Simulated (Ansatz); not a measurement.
**Response to strain in hypothetical P6_3/mmc Hf2BS**

The reference is Hf₂BS (space group P6_3/mmc, No. 194; a hypothetical phase, not in the database extracts checked).

```xyz
8
Lattice="3.4838 0.0000 0.0000 -1.7419 3.0171 0.0000 0.0000 0.0000 12.1515" Properties=species:S:1:pos:R:3 pbc="T T T"
Hf     0.0000     2.0114     4.8144
Hf     1.7419     1.0057     7.3371
Hf     1.7419     1.0057    10.8902
Hf     0.0000     2.0114     1.2614
B      0.0000     0.0000     6.0758
B      0.0000     0.0000     0.0000
S      1.7419     1.0057     3.0379
S      0.0000     2.0114     9.1137
```

Cartesian axes are those of the cell as printed.

Strains are applied to the cell and any free atomic positions relax; under biaxial strain the out-of-plane vector relaxes too.

Levels (all Ansatz, a first-principles code, PAW): PBE (420 eV, spin-orbit coupling left out); PBEsol (420 eV, no SOC).

The base cell above is that of PBE; each level relaxes its own structures.

Notes on the quantities. pressure: mean of the normal stresses, compression positive.

```tsv
case	pressure, PBE	pressure, PBEsol
biaxial strain −0.22 %, plane normal [001], relaxed out of plane	0.5 GPa	0.5 GPa
biaxial strain +0.91 %, plane normal [001], relaxed out of plane	-1.8 GPa	(withheld)
isotropic strain −1.23 %	5.9 GPa	(withheld)
uniaxial strain ε_zz = −3.32 %	5.6 GPa	6.2 GPa
```

Problem. Some entries are withheld; estimate them.

Solution. 
- biaxial strain +0.91 %, plane normal [001], relaxed out of plane, pressure, PBEsol: -1.9 GPa
- isotropic strain −1.23 %, pressure, PBEsol: 6.4 GPa

The two levels differ by at most about 0.5 GPa. They put the cases in the same order.

Without a gap, meshes like the base's 15×15×4 leave anisotropic stresses uncertain by several tenths of a GPa, and small strain energies with them. Stability against distortions was not tested. All final runs are without spin polarisation.
